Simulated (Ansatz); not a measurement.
The starting structures come from a database of crystals and need not be the phases stable at ambient conditions.

By PBEsol, the system below comes out a metal.

Consider the following.

```
CELL_PARAMETERS angstrom
      2.84011     0.00000     0.00000
     -0.94378     2.67871     0.00000
      0.00000     0.00000     4.64595
ATOMIC_POSITIONS crystal
  Ti 0.50000 0.50000 0.50000
  Nb 0.00000 0.00000 0.00000
```

Space group of this cell: Cmmm. The cell is taken as given; by PBEsol its mean pressure is -5.8 GPa.

The current flows along the normal of the first two printed cell vectors. No spin-orbit coupling; the value is a mean over 0.1 eV about the Fermi level.

Question: State the ballistic conductance per area according to PBEsol (Ansatz, a first-principles code).

Answer: 1.4 × 10¹⁵ S/m² for both spins.
